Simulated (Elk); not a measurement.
Band structure of NbC (Fm-3m, 2 atoms in the cell).

```xyz
2
Lattice="0.0000 2.2350 2.2350 2.2350 0.0000 2.2350 2.2350 2.2350 0.0000" Properties=species:S:1:pos:R:3 pbc="T T T"
Nb     0.0000     0.0000     0.0000
C      2.2350     2.2350     2.2350
```

Method: PBE, all-electron FP-LAPW, Elk's shipped species files, APW+lo basis with extra local orbitals (Elk).

Settings: xctype = 20; rgkmax = 8; swidth = 0.00183747 Ha; ngridk = 17 17 17; gmaxvr = 16 1/bohr; nxlo = 2; lorbcnd = true; lmaxi = 2; maxscl = 100.

The starting cell has typed, rounded lattice constants, without a prior relaxation at this level. Spin polarisation is off. Values depend on the basis (sphere radii, cutoffs, local orbitals), which need not be converged.

Levels in eV from the Fermi level, bands 5 to 12:
| point | 5 | 6 | 7 | 8 | 9 | 10 | 11 | 12 |
|---|---|---|---|---|---|---|---|---|
| Γ | -13.45 | -1.35 | -1.35 | -1.35 | -0.26 | -0.26 | -0.26 | 0.33 |
| X | -12.12 | -4.22 | -3.88 | -1.34 | -1.34 | 1.97 | 3.21 | 3.21 |
| W | -11.31 | -4.67 | -4.41 | -4.41 | 1.51 | 1.51 | 3.22 | 5.18 |
| K | -11.39 | -5.19 | -4.24 | -3.53 | -0.34 | 2.46 | 3.39 | 5.55 |
| L | -9.78 | -7.59 | -5.15 | -5.15 | 2.11 | 2.11 | 3.54 | 5.74 |
| U | -11.39 | -5.19 | -4.24 | -3.53 | -0.34 | 2.46 | 3.39 | 5.55 |

Bands cross the Fermi level along this path, so the cell is metallic at this level.
